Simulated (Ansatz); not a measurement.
# A computed series for CdTe: pressure series

Start from CdTe in the zinc blende structure (space group F-43m, No. 216; a = 6.558 Å).

Cell and atoms are relaxed at each pressure.

Computed with Ansatz (a first-principles code) r2SCAN, scalar-relativistic without spin-orbit coupling.

```json
[
 {"case": "base", "band gap": "1.17 eV", "gap character": "direct at Γ", "density": "5.65 g/cm³"},
 {"case": "pressure −2 GPa", "band gap": "0.99 eV", "gap character": "direct at Γ", "density": "5.34 g/cm³"},
 {"case": "pressure −1 GPa", "band gap": "1.08 eV", "gap character": "direct at Γ", "density": "5.50 g/cm³"},
 {"case": "pressure 0.9 GPa", "band gap": "1.23 eV", "gap character": "direct at Γ", "density": "5.77 g/cm³"},
 {"case": "pressure 2.1 GPa", "band gap": "1.32 eV", "gap character": "direct at Γ", "density": "5.92 g/cm³"},
 {"case": "pressure 4.5 GPa", "band gap": "1.46 eV", "gap character": "direct at Γ", "density": "6.19 g/cm³"},
 {"case": "pressure 9 GPa", "band gap": "1.67 eV", "gap character": "direct at Γ", "density": "(withheld)"},
 {"case": "pressure 15 GPa", "band gap": "1.89 eV", "gap character": "direct at Γ", "density": "7.06 g/cm³"},
 {"case": "pressure 22.5 GPa", "band gap": "2.10 eV", "gap character": "direct at Γ", "density": "(withheld)"},
 {"case": "pressure 30 GPa", "band gap": "2.05 eV", "gap character": "indirect, Γ → X", "density": "(withheld)"}
]
```

Question: What belongs in the blanks?

Answer: 
- pressure 9 GPa, density: 6.60 g/cm³
- pressure 22.5 GPa, density: 7.53 g/cm³
- pressure 30 GPa, density: 7.93 g/cm³

With Te present, leaving out spin-orbit coupling can change the band edges. Load acts through the strain it causes; cell and atoms are relaxed under it. Whether these cells are dynamically stable was not tested. Measured, CdTe leaves this structure (for cinnabar) near 3.53 GPa (temperature not stated; as listed in Datta, Sujoy, Jana, Debnarayan, arXiv (2020)), on rising pressure, with hysteresis.
